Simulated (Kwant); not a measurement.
System: wire with a side stub in a ZnO two-dimensional gas. Effective mass 0.3 mₑ, grid spacing 1.3 nm, hard walls, nominal width 40 nm (31 grid rows, so walls 41.6 nm apart), one parabolic valley, scattering region 120 nm long along x; energies count from the band bottom; Fermi energy swept from 0.00062672 to 0.0074423 eV. Closed stub on one side, 38 nm wide and 47 nm deep.

Constants are typed, rounded textbook-type inputs, not results; the design itself was drawn at random and stands for no fabricated device.

Computed with Kwant: effective-mass tight-binding model on a square grid, one spin, coherent transport at 0 K. Conductance is in e²/h.

Q: How many channels do the leads carry at E = 4.06, 5.21 meV?

A: The hard-wall thresholds are n² ħ²π²/(2mW²) = n² × 0.724 meV with W = 41.6 nm. √(4.06/0.724) = 2.37, so 2. √(5.21/0.724) = 2.68, so 2.
